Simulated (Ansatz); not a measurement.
**Pressure series in AlN**

Consider AlN in the wurtzite structure (space group P6_3mc, No. 186; a = 3.130 Å, c = 5.018 Å).

Cell and atoms are relaxed at each pressure.

Calculations: PBE/PAW in Ansatz (an electronic-structure program), without spin-orbit coupling.

| P (GPa) | V (Å³/atom) |
|---|---|
| -2.00 | 10.759 |
| -1.00 | 10.701 |
| 7.00 | 10.289 |
| 15.00 | 9.943 |
| 30.00 | 9.412 |
| 50.00 | 8.858 |

**Question.** Fit a third-order Birch–Murnaghan equation of state.

**Answer.** Least squares on P(V) = (3B₀/2)[(V₀/V)^(7/3) − (V₀/V)^(5/3)]·[1 + (3/4)(B₀′ − 4)((V₀/V)^(2/3) − 1)] gives V₀ = 10.65 Å³/atom, B₀ = 194 GPa and B₀′ = 3.7.

Between the base and pressure 15 GPa the gap moves from 4.03 eV to 4.60 eV, a mean slope of 38 meV/GPa.

Load acts through the strain it causes; cell and atoms are relaxed under it. Stability against distortions was not tested. Measured, AlN leaves this structure (for rock salt) near 14 GPa (temperature not stated; as listed in Datta, Sujoy, Jana, Debnarayan, arXiv (2020)), on rising pressure, with hysteresis.
